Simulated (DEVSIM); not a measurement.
Device: abrupt Ge n-p junction, at 300 K.

```tsv
layer (left to right)	material	thickness (μm)	Nd (cm⁻³)	Na (cm⁻³)	τn (s)	τp (s)
1	Ge	0.140	2e17	-	0.00061	0.00061
2	Ge	3.50	-	1e17	0.00061	0.00061
```

Left contact: ohmic. Right contact: ohmic. Voltage is applied to the left contact. Recombination: SRH at mid-gap. Mobility is μmin + (μ − μmin)/(1 + (N/Nref)^α).

Constants are typed, rounded textbook-type inputs, not results; the design itself was drawn at random and stands for no fabricated device. Values at 300 K.

| parameter | Ge |
|---|---|
| gap (eV) | 0.664 |
| affinity (eV) | 4 |
| permittivity | 16 |
| Nc (cm⁻³) | 1.04e19 |
| Nv (cm⁻³) | 6e18 |
| μn (cm²/Vs) | 3900 |
| μp (cm²/Vs) | 1900 |
| μn,min | 150 |
| μp,min | 100 |
| Nref,n | 2.6e17 |
| Nref,p | 4e17 |
| αn | 0.56 |
| αp | 0.6 |

DEVSIM, 1D drift-diffusion, Boltzmann statistics, complete ionisation; no tunnelling, impact ionisation, image-force lowering or self-heating.

Task: Tabulate band edges, carrier densities and field at zero bias.

Result: Energies count from the Fermi level of the right contact; mesh points crowd at the junctions.

| x (μm) | Ec (eV) | Ev (eV) | n (cm⁻³) | p (cm⁻³) | field (V/cm) |
|---|---|---|---|---|---|
| 0.000 | 0.102 | -0.562 | 2.0e17 | 2.2e9 | ≈ 0 |
| 0.01531 | 0.102 | -0.562 | 2.0e17 | 2.2e9 | ≈ 0 |
| 0.03689 | 0.102 | -0.562 | 2.0e17 | 2.2e9 | 28 |
| 0.06460 | 0.103 | -0.561 | 2.0e17 | 2.2e9 | 370 |
| 0.1051 | 0.118 | -0.546 | 1.1e17 | 4.0e9 | 13000 |
| 0.1261 | 0.178 | -0.486 | 1.1e16 | 4.1e10 | 48000 |
| 0.1410 | 0.274 | -0.390 | 2.6e14 | 1.7e12 | 76000 |
| 0.1659 | 0.429 | -0.235 | 6.4e11 | 6.9e14 | 48000 |
| 0.2004 | 0.533 | -0.131 | 1.1e10 | 3.8e16 | 14000 |
| 0.2587 | 0.558 | -0.106 | 4.5e9 | 9.8e16 | 420 |
| 0.3476 | 0.558 | -0.106 | 4.4e9 | 1.0e17 | ≈ 0 |
| 0.5754 | 0.558 | -0.106 | 4.4e9 | 1.0e17 | ≈ 0 |
| 0.8915 | 0.558 | -0.106 | 4.4e9 | 1.0e17 | ≈ 0 |
| 1.425 | 0.558 | -0.106 | 4.4e9 | 1.0e17 | ≈ 0 |
| 2.429 | 0.558 | -0.106 | 4.4e9 | 1.0e17 | ≈ 0 |
| 2.932 | 0.558 | -0.106 | 4.4e9 | 1.0e17 | ≈ 0 |
| 3.231 | 0.558 | -0.106 | 4.4e9 | 1.0e17 | ≈ 0 |
| 3.397 | 0.558 | -0.106 | 4.4e9 | 1.0e17 | ≈ 0 |
| 3.529 | 0.558 | -0.106 | 4.4e9 | 1.0e17 | ≈ 0 |
| 3.584 | 0.558 | -0.106 | 4.4e9 | 1.0e17 | ≈ 0 |
| 3.617 | 0.558 | -0.106 | 4.4e9 | 1.0e17 | ≈ 0 |
| 3.640 | 0.558 | -0.106 | 4.4e9 | 1.0e17 | ≈ 0 |
